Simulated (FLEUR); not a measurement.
## Input and output of a self-consistent single point for SrMg3 (Pm-3m, 4 atoms in the cell) (FLEUR)

Computed with LDA (Vosko-Wilk-Nusair), all-electron FLAPW (FLEUR), scalar-relativistic valence run with FLEUR.

The input file:

Input of the input generator:

```
SrMg3 FLAPW
&input film=f /
9.3409615875 0.0000000000 0.0000000000
0.0000000000 9.3409615875 0.0000000000
0.0000000000 0.0000000000 9.3409615875
1.0
1.0 1.0 1.0

4
38 0.0000000000 0.0000000000 0.0000000000
12 0.5000000000 0.5000000000 0.0000000000
12 0.0000000000 0.5000000000 0.5000000000
12 0.5000000000 0.0000000000 0.5000000000

&comp jspins=1 /
&exco xctyp='vwn' /
&kpt div1=5 div2=5 div3=5 /
&end /
```

```xml
<?xml version="1.0" encoding="UTF-8" standalone="no"?>
<fleurInput fleurInputVersion="0.39">
   <comment>
      SrMg3 FLAPW                                                                                         
   </comment>
   <calculationSetup>
      <cutoffs Kmax="3.8" Gmax="15.2" GmaxXC="15.2" numbands="0"/>
      <scfLoop itmax="80" minDistance="0.00001" maxIterBroyd="15" imix="Anderson" alpha="0.05" precondParam="0.0" spinf="2.0"/>
      <coreElectrons ctail="T" frcor="F" kcrel="0" coretail_lmax="0"/>
      <xcFunctional name="vwn" relativisticCorrections="F"/>
      <magnetism jspins="1"/>
      <soc l_soc="F" theta="0.0" phi="0.0" spav="F"/>
      <expertModes spex="0" secvar="F"/>
      <geometryOptimization l_f="T" forcealpha="1.0" forcemix="BFGS" epsdisp="0.00001" epsforce="0.00001"/>
      <ldaU l_linMix="F" mixParam="0.05" spinf="1.0"/>
   </calculationSetup>
   <cell>
      <bzIntegration valenceElectrons="40.0" mode="hist" fermiSmearingEnergy="0.00183747">
         <kPointListSelection listName="default-1"/>
         <!-- k-points included here -->
         <xi:include xmlns:xi="http://www.w3.org/2001/XInclude" href="kpts.xml"> </xi:include>
      </bzIntegration>
      <!-- symmetry operations included here -->
      <xi:include xmlns:xi="http://www.w3.org/2001/XInclude" href="sym.xml"> </xi:include>
      <bulkLattice scale="1.0">
         <bravaisMatrix>
            <row-1>    9.3409615875000007     0.0000000000000000     0.0000000000000000</row-1>
            <row-2>    0.0000000000000000     9.3409615875000007     0.0000000000000000</row-2>
            <row-3>    0.0000000000000000     0.0000000000000000     9.3409615875000007</row-3>
         </bravaisMatrix>
      </bulkLattice>
   </cell>
   <atomSpecies>
      <species name="Strontium (Sr)" element="Sr" atomicNumber="38">
         <mtSphere radius="2.68" gridPoints="925" logIncrement="0.014"/>
         <atomicCutoffs lmax="10" lnonsphr="8"/>
         <electronConfig flipSpins="F">
            <coreConfig>(1s1/2) (2s1/2) (2p1/2) (2p3/2) (3s1/2) (3p1/2) (3p3/2) (3d3/2) (3d5/2)</coreConfig>
            <valenceConfig>(4s1/2) (4p1/2) (4p3/2) (5s1/2)</valenceConfig>
         </electronConfig>
         <energyParameters s="5" p="5" d="4" f="4"/>
         <lo type="SCLO" l="0" n="4" eDeriv="0"/>
         <lo type="SCLO" l="1" n="4" eDeriv="0"/>
      </species>
      <species name="Magnesium (Mg)" element="Mg" atomicNumber="12">
         <mtSphere radius="2.68" gridPoints="925" logIncrement="0.013"/>
         <atomicCutoffs lmax="10" lnonsphr="8"/>
         <electronConfig flipSpins="F">
            <coreConfig>(1s1/2)</coreConfig>
            <valenceConfig>(2s1/2) (2p1/2) (2p3/2) (3s1/2)</valenceConfig>
         </electronConfig>
         <energyParameters s="3" p="3" d="3" f="4"/>
         <lo type="SCLO" l="0" n="2" eDeriv="0"/>
         <lo type="SCLO" l="1" n="2" eDeriv="0"/>
      </species>
   </atomSpecies>
   <atomGroups>
      <atomGroup species="Strontium (Sr)">
         <relPos label="                   1">.0000000000 .0000000000 .0000000000</relPos>
         <force calculate="T" relaxXYZ="TTT"/>
      </atomGroup>
      <atomGroup species="Magnesium (Mg)">
         <relPos label="                   2">1.000/2.000 1.000/2.000 .0000000000</relPos>
         <relPos label="                   3">.0000000000 1.000/2.000 1.000/2.000</relPos>
         <relPos label="                   4">1.000/2.000 .0000000000 1.000/2.000</relPos>
         <force calculate="T" relaxXYZ="TTT"/>
      </atomGroup>
   </atomGroups>
   <output dos="F" band="F" slice="F">
      <checks vchk="F" cdinf="F"/>
      <bandDOS minEnergy="-.5*Htr" maxEnergy="0.5*Htr" sigma="0.015" storeEVData="T"/>
      <vacuumDOS vacdos="F" integ="F" star="F" nstars="0" locx1="0.0" locy1="0.0" locx2="0.0" locy2="0.0" nstm="0" tworkf="0.0"/>
      <unfoldingBand unfoldBand="F" supercellX="1" supercellY="1" supercellZ="1"/>
      <plotting iplot="0" polar="F">
         <plot TwoD="T" vec1="  1.0  0.0  0.0" vec2="  0.0  1.0  0.0" vec3="  0.0  0.0  1.0" zero="  0.0  0.0  0.0" file="plot"/>
      </plotting>
      <chargeDensitySlicing numkpt="0" minEigenval="0.0" maxEigenval="0.0" nnne="0" pallst="F"/>
      <specialOutput eonly="F"/>
      <magneticCircularDichroism mcd="F" energyLo="-10.0" energyUp="0.0"/>
   </output>
  <!-- We include the file relax.xml here to enable relaxations (see documentation) -->
  <xi:include xmlns:xi="http://www.w3.org/2001/XInclude" href="relax.xml"> <xi:fallback/> </xi:include>
</fleurInput>
```

The program printed (abridged):

```
      Welcome to FLEUR        (www.flapw.de)
      MaX-Release 8.1          (www.max-centre.eu)

 ========== k-point set info ==========
 Selected k-point list: default-1
 k-point list type: mesh
 5 x 5 x 5
 Number of k points: 10

 ------------Calculation Setup---------------------------
           1           2           5          10
 Number of basis functions:          796
 Iteration:     1   Distance:       2.18214375 me/bohr^3
 Iteration:     2   Distance:       2.05406465 me/bohr^3
 Iteration:     3   Distance:       0.84599756 me/bohr^3
 Iteration:     4   Distance:       0.38094552 me/bohr^3
 Iteration:     5   Distance:       0.16505165 me/bohr^3
 Iteration:     6   Distance:       0.03477206 me/bohr^3
   [... 3 lines left out ...]
 Iteration:    10   Distance:       0.00100775 me/bohr^3
 Iteration:    11   Distance:       0.00030330 me/bohr^3
 Iteration:    12   Distance:       0.00005020 me/bohr^3
 Iteration:    13   Distance:       0.00002432 me/bohr^3
 Iteration:    14   Distance:       0.00000188 me/bohr^3

 Run finished successfully
 Stop message:
   Structural relaxation: Done

[file out, last iteration]
             iter=     15
          p o t e n t i a l   g e n e r a t o r
[...]
          integral of pseudo charge density inside the slab=        0.000000   0.000000
     coulomb potential in the interstitial region:
          density-coulomb potential integrals
          total density-coulomb potenti    -5862.9794346866
          density-effective potential integrals for spin  1
          total density-effective poten   -6.0592315848E+03
          charge density-energy density integrals
          total charge density-energy d   -1.4826515174E+02
 Updated energy parameters for spin:           1
  Atom    1 5s branch from -1.11 to  2.14 htr. ; e_l =  0.0917
  Atom    1 5p branch from -0.37 to  2.74 htr. ; e_l =  0.2006
  Atom    1 4d branch from -4.38 to  0.80 htr. ; e_l =  0.2042
  Atom    1 4f branch from -9.99 to  1.96 htr. ; e_l =  0.4258
  Atom    1 4s branch from-11.89 to -1.11 htr. ; e_l(l -1.1770
  Atom    1 4p branch from -9.06 to -0.37 htr. ; e_l(l -0.5210
  Atom    2 3s branch from -2.64 to  0.89 htr. ; e_l =  0.0726
  Atom    2 3p branch from -1.44 to  1.24 htr. ; e_l =  0.2130
  Atom    2 3d branch from -9.99 to  1.52 htr. ; e_l =  0.3780
  Atom    2 4f branch from -9.99 to  2.84 htr. ; e_l =  0.5469
  Atom    2 2s branch from-45.78 to -2.64 htr. ; e_l(l -2.6408
  Atom    2 2p branch from -9.99 to -1.44 htr. ; e_l(l -1.4436
[...]
 fermi energy and band-weighting factors:
at   0.40000   0.40000   0.40000   k-weight:    0.064000
   31 eigenvalues :
   -2.640828   -2.640825   -2.640825   -1.443721   -1.443717   -1.443717   -1.443570   -1.443517
   -1.443517   -1.443514   -1.443273   -1.443273   -1.176395   -0.518561   -0.518541   -0.518541
    0.028049    0.060177    0.060177    0.093140    0.120237    0.120237    0.128024    0.214798
    0.284045    0.284045    0.335218    0.335218    0.336664    0.408123    0.408123
   [... 2 blocks of this kind left out ...]

[...]
FERMIE:
          first approx. to ef    (T=0)  :   0.132504 htr   (energy of the highest occ. eigenvalue)
          number of occ. states  (T=0)  :        199
          first approx. to seigv (T=0)  : -46.824734 htr
          sum of weights of occ. states :  20.136000
          sum of semicore charge        :   0.000000 e
FERHIS:  Fermi-Energy by histogram:
          bandgap                     :   0.000810 htr
          charge neutrality (T=0)     :   0.272000    (zero if the highest occ. eigenvalue is "entirely" occupied)
     EF_NEWTON:  Adjust Fermi-Energy by Newton-Method.
               Number of iterations needed  :   4
               The error in the weight is   :  0.99820E-12
               The error in ef is           : -0.16411E-13 htr
     -->  new fermi energy            :   0.130860 htr
          valence charge              :  40.000000 e
          actual charge blw ef-8kt    :  39.120000 e
          actual charge blw ef+8kt    :  40.000000 e
          number of occ. states       :       209
          sum of the valence weights  :   20.000000
          entropy         :   0.697764 *kb htr/K =   0.00000 htr/K
          sum of val. single particle energies:       -46.8602774318 htr
 Direct bandgap for spin            1 :    1.7946958698182316E-002  Htr
 at k-point            4  with k-vector   0.40000000000000002       0.20000000000000001       0.20000000000000001
          valence density: spin= 1
[...]
     l-like charge
     atom     s        p        d        f        total
 -->  1    2.07958  5.76589  0.25880  0.00272    8.10708
 -->  2    2.58668  6.30200  0.03038  0.00180    8.92107
          total charge for spin  1=   40.000000
          interst. charge =       5.129720
          mt charge=              8.107082    8.921066
          total charge  =   40.000000
          z= 38.     r(1)=  0.645805E-05     dx= 0.014000     m.t.index= 925
               n    l     j    energy       weight
               1.   0.   0.5 -584.2242      2.0000
               2.   0.   0.5  -78.8243      2.0000
               2.   1.   0.5  -71.7642      2.0000
   [... 6 lines left out ...]
          atom type    1  (spin 1)
          kinetic energy=  0.322280103229E+04     sum of the eigenvalues= -0.186861396046E+04
          0.00001781  electrons lost from core.
          z= 12.     r(1)=  0.162701E-04     dx= 0.013000     m.t.index= 925
               n    l     j    energy       weight
               1.   0.   0.5  -45.7849      2.0000
          atom type    2  (spin 1)
          kinetic energy=  0.134010379232E+03     sum of the eigenvalues= -0.915698904264E+02
          0.00000000  electrons lost from core.
          total charge for spin  1=   74.000000
          interst. charge =       5.129738
          mt charge=             36.107065   10.921066
          total charge  =   74.000000
          zc=    74.000000     qfix=    1.000000
     t o t a l  e n e r g y
          sum of eigenvalues =             -2190.1839091723
          density-coulomb potential int    -5862.9794346866
          density-effective potential i    -6059.2315847516
          charge density-ex.-corr.energ     -148.2651517390
          el.-nucl. inter. diff. m.t.       3825.9122414021
          Madelung term for atom type:       -14.3957171664
          el.-nucl. inter. diff. m.t.        713.7997553547
          Madelung term for atom type:        -9.9565464653
 ---->    total energy=                    -3774.7714538914 htr
 ---->    (input%tkb*entropy) TS=              0.0012821202 htr
 ---->    free energy=                     -3774.7727360116 htr
      extrapolation for T->0
 ---->    total electron energy=           -3774.7720949515 htr
 ***** TOTAL FORCES ON ATOMS *****
 TOTAL FORCE FOR ATOM TYPE=  1  X=  0.000   Y=  0.000   Z=  0.000
                       FX_TOT= 0.000000 FY_TOT= 0.000000 FZ_TOT= 0.000000
 TOTAL FORCE FOR ATOM TYPE=  2  X=  4.670   Y=  4.670   Z=  0.000
                       FX_TOT= 0.000000 FY_TOT= 0.000000 FZ_TOT= 0.000000
 Structural relaxation: Done
```

The run converged in 14 iterations. FLEUR gives forces in its relaxation mode, with a further iteration, so its stop message speaks of a relaxation.

The starting cell comes from a database of computed structures (which also holds hypothetical and non-ambient phases and stackings), without a prior relaxation at this level. Its lattice was rescaled by a random factor within 2.5 % of one. Values depend on the basis (sphere radii, cutoffs, local orbitals), which need not be converged. The log's line on a gap gives a spacing of levels on this mesh, which the program prints for metals too.

Cost on one core of a shared machine: roughly 70 s.
